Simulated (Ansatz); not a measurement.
zincblende GaAs (F-43m) under biaxial stress in the (001) plane

Cell and atoms are relaxed with PBEsol to each stress (compression positive); bands and masses by r2SCAN with spin-orbit coupling, rigid bands (plane waves, PAW; Ansatz, a first-principles code). Strains are changes of length against the unloaded cell.

```cif
data_AsGa
_chemical_formula_sum 'Ga1 As1'
_space_group_name_H-M_alt 'P 1'
_space_group_IT_number 1
_cell_length_a 4.00125
_cell_length_b 4.00125
_cell_length_c 4.00125
_cell_angle_alpha 60.000
_cell_angle_beta 60.000
_cell_angle_gamma 60.000
loop_
_space_group_symop_operation_xyz
  'x, y, z'
loop_
_atom_site_label
_atom_site_type_symbol
_atom_site_fract_x
_atom_site_fract_y
_atom_site_fract_z
_atom_site_occupancy
Ga1 Ga 0.00000 0.00000 0.00000 1
As1 As 0.25000 0.25000 0.25000 1
```

```tsv
stress (GPa)	strain [001] (%)	strain [100] (%)	gap (eV)	mₑ* [001]	mₑ* [100]	mₕ* [001]	mₕ* [100]
-3.60	-3.33	3.65	0.378	0.032	0.047	0.071	0.35
-2.40	-2.08	2.29	0.575	0.043	0.052	0.114	0.36
-1.20	-0.98	1.09	0.745	0.052	0.056	0.23	0.40
0	0	0	0.891	0.059	0.059	0.40	0.40
1.20	0.90	-1.01	0.939	0.065	0.062	0.45	0.32
2.40	1.72	-1.94	0.981	0.071	0.065	0.44	0.25
3.60	2.48	-2.82	1.014	0.077	0.070	0.41	0.22
```

[001] is the normal of the loaded plane; [010] strains as [100]. Masses are conductivity masses at 300 K in electron masses.

Question: From the two loads next to zero, find the biaxial modulus and the ratio of out-of-plane to in-plane strain.

Answer: Between -1.20 and 1.20 GPa the strain along [100] changes by -2.10 % and that along [001] by 1.88 %. The modulus is 2.40/0.0210 = 114 GPa and the ratio of the strains 0.90 (PBEsol, atoms relaxed). For a cubic (001) plane the ratio is 2C₁₂/C₁₁ and the modulus C₁₁ + C₁₂ − 2C₁₂²/C₁₁, which gives C₁₁ ≈ 109 GPa and C₁₂ ≈ 49 GPa.

Question: Is the response still linear at the largest tension?

Answer: The modulus predicts 3.15 % at -3.60 GPa; the table has 3.65 %, so the crystal is softer there.

Question: How fast does the gap move on either side of zero load?

Answer: Under tension, (0.745 − 0.891) eV over -1.20 GPa = 122 meV/GPa, or about -13 eV per unit strain; under compression, (0.939 − 0.891) eV over 1.20 GPa = 40 meV/GPa, or about -4.8 eV per unit strain. The two slopes part by 82 meV/GPa; gaps are resolved to about 0.01 eV, which allows 17 meV/GPa, so they differ.

Question: Take the carrier density and the relaxation time as fixed, so that ρ ∝ m*. What gauge factor (Δρ/ρ)/ε follows for current along [100] at the loads next to zero?

Answer: holes at 1.20 GPa: (0.32/0.40 − 1)/-0.0101 ≈ 20. These are means over a finite load; the small-strain gauge factor differs, most where the load has already emptied the upper valleys or bands. Carriers and loads whose mass moves by under 12 % aren't resolved and aren't listed. The change of shape, which adds a term of order 1 to 2, and that of the scattering between valleys or bands are left out.

Masses are those of dilute carriers in rigid bands with one relaxation time, without polarons. Third decimals of gaps are kept for the arithmetic. Every relaxation keeps the zincblende phase (space group I-4m2 under this load), so a transition, a distortion that breaks the symmetry or fracture can't show.
